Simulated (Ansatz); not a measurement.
Candidates (primitive cells; geometry: cell and atoms relaxed with PBEsol):
A. ZnO (P6_3mc), a = b = 3.2300 Å, c = 5.2144 Å, α = β = 90.00°, γ = 120.00°
B. CdS (P6_3mc), a = 4.124 Å, b = 4.124 Å, c = 6.709 Å, α = 90.00°, β = 90.00°, γ = 120.00°
C. GaN (P6_3mc), a = b = 3.183 Å, c = 5.185 Å, α = β = 90.00°, γ = 120.00°
D. CdSe (P6_3mc), a = b = 4.3018 Å, c = 7.0217 Å, α = β = 90.00°, γ = 120.00°

Q: Order them by band gap (lowest first) at the level PBEsol with spin-orbit coupling, rigid bands run with Ansatz (an electronic-structure program).

A: D (0.42 eV), A (0.69 eV), B (1.08 eV), C (1.88 eV)
